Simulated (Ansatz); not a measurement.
Band structure of YCuSb2 (P4/nmm, 8 atoms in the cell).

```xyz
8
Lattice="4.2968 0.0000 0.0000 0.0000 4.2968 0.0000 0.0000 0.0000 9.8918" Properties=species:S:1:pos:R:3 pbc="T T T"
Y      0.0000     2.1484     7.4488
Y      2.1484     0.0000     2.4430
Cu     2.1484     2.1484     4.9459
Cu     0.0000     0.0000     4.9459
Sb     0.0000     0.0000     0.0000
Sb     2.1484     2.1484     0.0000
Sb     2.1484     0.0000     6.4968
Sb     0.0000     2.1484     3.3950
```

Computed with PBEsol, PAW files made with PBE (plane waves; Ansatz, a first-principles code).

Settings: kpoints.mp_grid.grid = 6 6 3; hamiltonian.xc = pbesol; hamiltonian.pseudopotentials = {kind: paw} (the program's default PAW files); scf.occupations.method = cold; scf.occupations.width = 0.01 Ry; kpoints.band_path.npoints = 10.

The starting cell comes from a database of computed structures (which also holds hypothetical and non-ambient phases and stackings), without a prior relaxation at this level. Spin-orbit coupling is off. Spin polarisation is off.

Levels in eV from the Fermi level, bands 57 to 64:
| point | 57 | 58 | 59 | 60 | 61 | 62 | 63 | 64 |
|---|---|---|---|---|---|---|---|---|
| Γ | -1.51 | -0.50 | -0.19 | 0.32 | 0.32 | 1.58 | 1.58 | 1.88 |
| X | -1.53 | -1.53 | -0.98 | -0.98 | -0.65 | -0.65 | 1.80 | 1.80 |
| M | -2.27 | -2.27 | -2.23 | -2.23 | 2.38 | 2.38 | 2.64 | 2.64 |
| Z | -1.35 | -0.95 | -0.03 | 0.36 | 0.36 | 1.47 | 1.63 | 1.76 |
| R | -1.02 | -1.02 | -0.74 | -0.74 | 0.31 | 0.31 | 1.41 | 1.41 |
| A | -2.46 | -2.46 | -2.18 | -2.18 | 1.40 | 1.40 | 2.75 | 2.75 |

Bands cross the Fermi level along this path, so the cell is metallic at this level.

Keys are those of Ansatz 0.2.
